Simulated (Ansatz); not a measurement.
The starting structures come from a database of crystals and need not be the phases stable at ambient conditions.

 Where the default PAW files enter, the runs use the earlier of Ansatz's two default sets.

Data:

```
LaF3
1.0
    4.14986     0.00000     0.00000
   -2.07493     3.59388     0.00000
    0.00000     0.00000     7.32650
La F
2 6
Cartesian
  2.07493   1.19796   5.49488
  0.00000   2.39592   1.83163
  0.00000   2.39592   6.74060
  2.07493   1.19796   0.58590
  2.07493   1.19796   3.07735
  0.00000   2.39592   4.24915
  0.00000   0.00000   1.83163
  0.00000   0.00000   5.49488
```

Space group of this cell: P6_3/mmc. The cell is taken as given; by r2SCAN its mean pressure is 0.9 GPa.

Transport runs along the normal of the first two printed cell vectors, the (001) plane of the conventional cell.

The gap is the functional's own, uncorrected, and κ follows it; spin-orbit coupling is left out. Mid-gap values are interpolated between the computed energies.

Q: Predict the band gap and the smallest decay constant κ at mid-gap from r2SCAN (Ansatz, an electronic-structure program).

A: Gap 6.80 eV on a 12×12×4 mesh; κ = 0.490 1/Å, at the zone centre.
